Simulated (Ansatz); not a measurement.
The starting structures come from a database of crystals and need not be the phases stable at ambient conditions.

By PBEsol, the system below comes out a metal.

A figure of merit of an interconnect metal is its ballistic conductance per area.

Data:

```
Mo5Si3
1.0
    5.06771     0.00000     0.00000
    0.00000     7.31997     0.00000
    0.00000    -3.65998     6.33928
Si Mo
6 10
Direct
  0.25000   0.39286   0.39286
  0.75000   0.60714   0.60714
  0.75000   0.39286   0.00000
  0.25000   0.60714   0.00000
  0.25000   0.00000   0.60714
  0.75000   0.00000   0.39286
  0.00000   0.33333   0.66667
  0.00000   0.66667   0.33333
  0.50000   0.66667   0.33333
  0.50000   0.33333   0.66667
  0.25000   0.76020   0.76020
  0.75000   0.23980   0.23980
  0.75000   0.76020   0.00000
  0.25000   0.23980   0.00000
  0.25000   0.00000   0.23980
  0.75000   0.00000   0.76020
```

Space group of this cell: P6_3/mcm. The cell is taken as given; by PBEsol its mean pressure is -7.6 GPa.

The current flows along the normal of the first two printed cell vectors, the (100) plane of the conventional cell. No spin-orbit coupling; the value is a mean over 0.1 eV about the Fermi level.

### Question
Compute, with PBEsol (Ansatz, a program for electronic structure), the ballistic conductance per area.

### Answer
0.48 × 10¹⁵ S/m² for both spins.
